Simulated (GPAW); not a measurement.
Input and output of a self-consistent single point for LiVSiO₅ (P2_1/m, 16 atoms in the cell) (GPAW).

Computed with PBEsol, GPAW PAW datasets PBEsol (made by gpaw-setup) (plane waves; GPAW).

The change in words: lattice scaled by 0.985. Reference geometry:
```yaml
crystal:
  lattice:
    - [4.56440, 0.00000, 0.00000]
    - [0.00000, 6.11255, 0.00000]
    - [-0.43750, 0.00000, 6.27450]
  atoms:
    - { symbol: Li, position: [0.50000, 0.00000, 0.50000] }
    - { symbol: Li, position: [0.50000, 0.50000, 0.50000] }
    - { symbol: V, position: [0.10332, 0.75000, 0.75107] }
    - { symbol: V, position: [0.89668, 0.25000, 0.24893] }
    - { symbol: Si, position: [0.01850, 0.25000, 0.74634] }
    - { symbol: Si, position: [0.98150, 0.75000, 0.25366] }
    - { symbol: O, position: [0.85917, 0.25000, 0.96727] }
    - { symbol: O, position: [0.14083, 0.75000, 0.03273] }
    - { symbol: O, position: [0.75435, 0.75000, 0.69657] }
    - { symbol: O, position: [0.24565, 0.25000, 0.30343] }
    - { symbol: O, position: [0.22584, 0.46434, 0.73428] }
    - { symbol: O, position: [0.77416, 0.53566, 0.26572] }
    - { symbol: O, position: [0.77416, 0.96434, 0.26572] }
    - { symbol: O, position: [0.22584, 0.03566, 0.73428] }
    - { symbol: O, position: [0.77267, 0.25000, 0.55072] }
    - { symbol: O, position: [0.22733, 0.75000, 0.44928] }
```

Reference input (self-consistent single point, DFT PBEsol, plane waves, GPAW PAW datasets PBEsol (made by gpaw-setup)): mode = pw; ecut = 950 eV; xc = PBEsol; kpts = 4 3 3; mesh shift (steps) = 0 0 0; occupations.name = fermi-dirac; occupations.width = 0.01 eV; nbands = -6; convergence.forces = 0.001 eV/Å; convergence.bands = -4; symmetry.symmorphic = false; symmetry.tolerance = 0.0005. This run's input differs from it in these lines:

```diff
@@ -5,5 +5,5 @@
 atoms = Atoms(['Li', 'Li', 'V', 'V', 'Si', 'Si', 'O', 'O', 'O', 'O', 'O', 'O', 'O', 'O', 'O', 'O'],
-              cell=[[4.564397, 0.000000, 0.000000],
-                    [0.000000, 6.112552, 0.000000],
-                    [-0.437502, 0.000000, 6.274504]],
+              cell=[[4.495931, 0.000000, 0.000000],
+                    [0.000000, 6.020864, 0.000000],
+                    [-0.430939, 0.000000, 6.180386]],
               scaled_positions=[[0.500000, 0.000000, 0.500000],
```

Output (repeated stretches shortened):

```
     iter     time        total  log10-change:
                         energy   eigst   dens  force
iter:   1 --:--:--  -143.604862   +0.65
iter:   2 --:--:--  -138.064480   -0.48  -0.85
iter:   3 --:--:--  -129.210217   +0.39  -0.91
iter:   4 --:--:--  -128.128384   -0.63  -1.19
iter:   5 --:--:--  -127.140370   -1.14  -1.23
iter:   6 --:--:--  -127.076385   -0.85  -1.28
iter:   7 --:--:--  -128.660820   -0.78  -1.52
iter:   8 --:--:--  -127.076467   -1.55  -1.54
iter:   9 --:--:--  -126.562757   -1.16  -1.84
iter:  10 --:--:--  -126.582217   -1.82  -2.26
iter:  11 --:--:--  -126.591649c  -2.54  -2.26
iter:  12 --:--:--  -126.570939c  -2.77  -2.24
iter:  13 --:--:--  -126.577204c  -3.00  -2.31
iter:  14 --:--:--  -126.570000c  -3.27  -2.30
iter:  15 --:--:--  -126.570367c  -3.57  -2.25
   [... 13 lines left out ...]
iter:  29 --:--:--  -126.558571c  -6.34  -3.75
iter:  30 --:--:--  -126.558565c  -5.89  -3.78
iter:  31 --:--:--  -126.558568c  -5.58  -3.90
iter:  32 --:--:--  -126.558562c  -5.68  -3.95
iter:  33 --:--:--  -126.558556c  -6.73  -4.23c
iter:  34 --:--:--  -126.558555c  -6.62  -4.45c
iter:  35 --:--:--  -126.558555c  -7.62c -4.52c
iter:  36 --:--:--  -126.558555c  -7.77c -4.57c -2.75
iter:  37 --:--:--  -126.558555c  -8.13c -4.68c -3.49c
Converged after 37 iterations.

Dipole moment: (0.000000, -0.000000, -0.000000) |e|*Ang

Energy contributions relative to reference atoms: (reference = -88070.611614)

Kinetic:       +168.324869
Potential:     -168.244225
External:        +0.000000
XC:            -128.750250
Entropy (-ST):   -0.000000
Local:           +2.111051
SIC:             +0.000000
--------------------------
Free energy:   -126.558555
Extrapolated:  -126.558555

Showing only first 2 kpts
 Kpt  Band  Eigenvalues  Occupancy
  0    46      2.10224    2.00000
  0    47      3.08858    2.00000
  0    48      5.48762    0.00000
  0    49      5.56368    0.00000

  1    46      2.12722    2.00000
  1    47      2.73259    2.00000
  1    48      5.42727    0.00000
  1    49      5.53888    0.00000

Fermi level: 3.54021

Gap: 2.156 eV
Transition (v -> c):
   [... lines left out ...]
Direct gap: 2.399 eV
   [... lines left out ...]
 10 O     1.39158    0.75099    0.00339
 11 O    -1.39158   -0.75099   -0.00339
 12 O    -1.39158    0.75099   -0.00339
 13 O     1.39158   -0.75099    0.00339
 14 O    -1.42585    0.00000   -1.00247
 15 O     1.42585    0.00000    1.00247

Stress tensor:
    -0.098847     0.000000     0.001573
     0.000000    -0.109550     0.000000
     0.001573     0.000000    -0.112513
Stress (GPa, Voigt): [-15.8371 -17.5519 -18.0266   0.       0.2521   0.    ]
```

The run converged in 37 iterations. GPAW prints stress with tension positive. Against the reference run the free energy rises by 36.0 meV/atom, the largest force goes from 0.996 to 1.743 eV/Å and the gap on the mesh goes from 2.018 to 2.156 eV.

At such cutoffs GPAW's stress carries a finite-basis (Pulay) error, which enters relaxed cells too; its log prints stress with tension positive.

The starting cell comes from a database of computed structures (which also holds hypothetical and non-ambient phases and stackings), without a prior relaxation at this level. Its lattice was rescaled by a random factor within 2.5 % of one. For this run, on top of that: lattice scaled by 0.985. Forces in this geometry exceed 1 eV/Å.

Cost on one core of a shared machine: roughly 9 min.
